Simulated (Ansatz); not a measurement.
Converging the plane-wave cutoff: ZrCu₅ (R3m, 6 atoms in the cell)

```
ZrCu5
1.0
    0.00000     3.42178     3.42178
    3.42178     0.00000     3.42178
    3.42178     3.42178     0.00000
Zr Cu
1 5
Direct
  0.00422   0.00422   0.00422
  0.75000   0.75000   0.75000
  0.37589   0.87233   0.37589
  0.37589   0.37589   0.37589
  0.87233   0.37589   0.37589
  0.37589   0.37589   0.87233
```

Computed with LDA (PW92), default PAW files made with PBE (plane waves; Ansatz, a program for electronic structure).

Base settings: basis.ecutwfc = 420 eV; kpoints.mp_grid.grid = 5 5 5; hamiltonian.xc = lda; hamiltonian.pseudopotentials = {kind: paw} (the program's default PAW files); scf.occupations.method = fermi_dirac; scf.occupations.width = 0.1 eV.

The second cell is the first with its lattice scaled by 0.98.

The mesh stays at the base's, so the ladder's end is converged at best in this setting alone.

The first pressure column holds Ansatz's estimate of the finite-basis (Pulay) stress, which hides part of the cutoff error; the other is without it.

Only quantities that move along the ladder and can be compared are tabulated.

The count of work is k-points × plane waves × bands × iterations; it is no time. 

The starting cell comes from a database of computed structures (which also holds hypothetical and non-ambient phases and stackings), without a prior relaxation at this level. Its lattice was rescaled by up to half a per cent. One atom was moved a little off its site on purpose. Spin polarisation is off. In the base run, with a pressure of about -9 GPa the cell is away from its equilibrium volume at this level.

| basis.ecutwfc | free energy less the last step's (meV/atom) | energy of the compressed cell less the first (meV/atom) | pressure (GPa) | pressure without the Pulay estimate (GPa) | largest difference of a force vector from the last step's (eV/Å) | count of work / last |
|---|---|---|---|---|---|---|
| 145 eV | 90408.67 | -811.54 | 86.13 | -3715.06 | 0.443 | 0.085 |
| 170 eV | 36877.39 | 535.51 | 21.35 | -1741.80 | 0.594 | 0.088 |
| 190 eV | 18669.94 | -281.68 | 0.98 | -984.46 | 0.247 | 0.11 |
| 210 eV | 9318.00 | 101.81 | 6.31 | -554.35 | 0.054 | 0.10 |
| 230 eV | 4548.78 | -91.86 | -5.79 | -310.87 | 0.135 | 0.12 |
| 250 eV | 2135.24 | -25.52 | -8.81 | -172.26 | 0.140 | 0.14 |
| 295 eV | 330.90 | -18.79 | -9.09 | -44.10 | 0.032 | 0.16 |
| 335 eV | 45.23 | -21.03 | -8.57 | -15.13 | 0.008 | 0.20 |
| 380 eV | 4.46 | -21.62 | -8.80 | -9.33 | 0.000 | 0.21 |
| 420 eV | 1.90 | -21.92 | -8.85 | -8.93 | 0.000 | 0.25 |
| 460 eV | 1.08 | -21.94 | -8.86 | -8.92 | 0.000 | 0.31 |
| 505 eV | 0.60 | -21.95 | -8.86 | -8.88 | 0.000 | 0.36 |
| 565 eV | 0.43 | -21.96 | -8.86 | -8.87 | 0.000 | 0.42 |
| 630 eV | 0.25 | -21.97 | -8.87 | -8.88 | 0.000 | 0.50 |
| 735 eV | 0.07 | -21.98 | -8.87 | -8.87 | 0.000 | 0.64 |
| 840 eV | 0.05 | -21.98 | -8.87 | -8.87 | 0.000 | 0.77 |
| 1010 eV | 0.00 | -21.98 | -8.87 | -8.87 | 0.000 | 1.0 |

Coarsest basis.ecutwfc that holds the free energy within 5 meV/atom of the last step, with all finer ones: 380 eV, at 0.21 of the last step's count of work; the step before is off by 45 meV/atom.

Coarsest basis.ecutwfc that holds the energy of the compressed cell less the first within 0.2 meV/atom of the last step, with all finer ones: 420 eV, at 0.25 of the last step's count of work; the step before is off by 0.36 meV/atom.

Coarsest basis.ecutwfc that holds the pressure within 0.1 GPa of the last step, with all finer ones: 380 eV, at 0.21 of the last step's count of work; the step before is off by 0.29 GPa.

The energy difference between the two cells stays within 1 meV/atom of the last step's from 335 eV on, the total only from 505 eV on: much of the error is common to both cells and cancels.

At the lowest cutoff the pressure without the Pulay estimate lies 3710 GPa under the last step's, the usual sign of Pulay stress in an incomplete plane-wave basis.

Keys are those of Ansatz 0.2.
